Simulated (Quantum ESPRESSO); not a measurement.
Input and output of a self-consistent single point for LaB6 (Pm-3m, 7 atoms in the cell) (Quantum ESPRESSO).

Computed with PBEsol, PseudoDojo standard norm-conserving (PBESOL) pseudopotentials (plane waves; Quantum ESPRESSO).

```xyz
7
Lattice="4.0928 0.0000 0.0000 0.0000 4.0928 0.0000 0.0000 0.0000 4.0928" Properties=species:S:1:pos:R:3 pbc="T T T"
La     0.0000     0.0000     0.0000
B      3.2747     2.0464     2.0464
B      0.8181     2.0464     2.0464
B      2.0464     3.2747     2.0464
B      2.0464     0.8181     2.0464
B      2.0464     2.0464     3.2747
B      2.0464     2.0464     0.8181
```

Reference input (self-consistent single point, DFT, PBEsol, plane waves, PseudoDojo standard norm-conserving (PBESOL) pseudopotentials): ecutwfc = 110 Ry; occupations = smearing; smearing = marzari-vanderbilt; degauss = 0.019992 Ry; potentials = {La: La.upf, B: B.upf}; K_POINTS = automatic 6 6 6 0 0 0; conv_thr = 1e-10 Ry. This run's input differs from it in these lines:

```diff
@@ -14,3 +14,3 @@
  ntyp = 2,
- ecutwfc = 110,
+ ecutwfc = 55,
  occupations = 'smearing',
```

Output (repeated stretches shortened):

```
     Self-consistent Calculation

     iteration #  1     ecut=    55.00 Ry     beta= 0.70

---- Real-time Memory Report at c_bands before calling an iterative solver
            77 MiB given to the printing process from OS
            42 MiB allocation reported by mallinfo(arena+hblkhd)
------------------

     total energy              =    -105.31180075 Ry
     estimated scf accuracy    <       0.97753569 Ry

     iteration #  2     ecut=    55.00 Ry     beta= 0.70

---- Real-time Memory Report at c_bands before calling an iterative solver
            82 MiB given to the printing process from OS
   [... lines left out ...]

---- Real-time Memory Report at c_bands before calling an iterative solver
            90 MiB given to the printing process from OS
            57 MiB allocation reported by mallinfo(arena+hblkhd)
------------------
     c_bands:  2 eigenvalues not converged

     total energy              =    -105.72374205 Ry
     estimated scf accuracy    <          3.9E-10 Ry

     iteration # 10     ecut=    55.00 Ry     beta= 0.70

---- Real-time Memory Report at c_bands before calling an iterative solver
            90 MiB given to the printing process from OS
            58 MiB allocation reported by mallinfo(arena+hblkhd)
------------------
     End of self-consistent calculation

     the Fermi energy is    12.8845 ev

!    total energy              =    -105.72374205 Ry
     estimated scf accuracy    <          1.6E-11 Ry
     smearing contrib. (-TS)   =      -0.00058805 Ry
     internal energy E=F+TS    =    -105.72315399 Ry

     convergence has been achieved in  10 iterations

     Forces acting on atoms (cartesian axes, Ry/au):

     atom    1 type  1   force =     0.00000000    0.00000000    0.00000000
     atom    2 type  2   force =     0.00713491    0.00000000    0.00000000
     atom    3 type  2   force =    -0.00713491    0.00000000    0.00000000
     atom    4 type  2   force =     0.00000000    0.00713491    0.00000000
     atom    5 type  2   force =    -0.00000000   -0.00713491   -0.00000000
   [... lines left out ...]

     Total force =     0.017477     Total SCF correction =     0.000003

          total   stress  (Ry/bohr**3)                   (kbar)     P=       35.46
   0.00024104   0.00000000   0.00000000           35.46        0.00        0.00
   0.00000000   0.00024104   0.00000000            0.00       35.46        0.00
   0.00000000   0.00000000   0.00024104            0.00        0.00       35.46

   JOB DONE.
```

The run converged in 10 iterations. Against the reference run the free energy rises by 51.3 meV/atom, the pressure goes from 5.63 to 3.55 GPa and the largest force hardly changes (0.185 to 0.183 eV/Å).

The starting cell comes from a database of computed structures (which also holds hypothetical and non-ambient phases and stackings), without a prior relaxation at this level. Its lattice was rescaled by a random factor within 2.5 % of one. At the lowered cutoff the pressure carries the error of an incomplete plane-wave basis.
